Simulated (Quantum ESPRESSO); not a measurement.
A working Quantum ESPRESSO input for ZrAlIr (Amm2, 12 atoms in the cell) (DFT, PBEsol, plane waves, PseudoDojo standard norm-conserving (PBESOL) pseudopotentials):

```fortran
&CONTROL
  calculation = 'scf'
  prefix = 'scf'
  outdir = './tmp/'
  pseudo_dir = './'
  tprnfor = .true.
  tstress = .true.
/
&SYSTEM
  ibrav = 0
  celldm(1) = 15.665961854
  nat = 12
  ntyp = 3
  ecutwfc = 70
  occupations = 'smearing'
  smearing = 'mp'
  degauss = 0.019992
/
&ELECTRONS
  conv_thr = 1.0d-10
/
ATOMIC_SPECIES
Zr    91.2240  Zr.upf
Al    26.9815  Al.upf
Ir   192.2170  Ir.upf
ATOMIC_POSITIONS {crystal}
Zr    0.791810000    0.334640000    0.334640000
Zr    0.208190000    0.334640000    0.334640000
Zr    0.677500000    0.670230000    0.670230000
Zr    0.322500000    0.670230000    0.670230000
Al    0.745280000    0.994420000    0.994420000
Al    0.254720000    0.994420000    0.994420000
Al    0.000000000    0.828800000    0.344780000
Al    0.000000000    0.344780000    0.828800000
Ir    0.000000000    0.830480000    0.830480000
Ir    0.500000000    0.169530000    0.662030000
Ir    0.500000000    0.662030000    0.169530000
Ir    0.500000000    0.166200000    0.166200000
K_POINTS {automatic}
2 4 4  1 1 1
CELL_PARAMETERS {alat}
   1.000000000     0.000000000     0.000000000
   0.000000000     0.325273490     0.557190711
   0.000000000    -0.325273490     0.557190711
```

The run converged in 20 iterations: free energy E − TS -18272.1613 eV; Fermi level (on the code's own zero) 15.50 eV; pressure -6.33 GPa; largest force (vector length) 0.267 eV/Å. Each of these slips is then made, one at a time:

(1)
```diff
-/
-&ELECTRONS
-  conv_thr = 1.0d-10
```

(2)
```diff
-  nat = 12
+  nat = 13
```

Question: Predict the outcome of each change.

Answer: 
(1) A required namelist left out. The program stopped before any SCF iteration.
```
Error in routine  read_namelists (1):
bad line in namelist &electrons: "   0.000000000    -0.325273490     0.557190711" (error could be in the previous line)
```

(2) An atom count that does not match the list of atoms. The program stopped before any SCF iteration.
```
Error in routine read_cards (13):
wrong number of columns in ATOMIC_POSITIONS
```

The starting cell comes from a database of computed structures (which also holds hypothetical and non-ambient phases and stackings), without a prior relaxation at this level. Spin polarisation is off. In the base run, with a pressure of about -6 GPa the cell is away from its equilibrium volume at this level. Without a gap this mesh is coarse (it stands for a supercell whose shortest vector is 17 Å).

Left out of this page: 2 runs of the series outside the window shown, repeating another row's setting, or not comparable; 1 run of the series stopped by limits of time or memory.
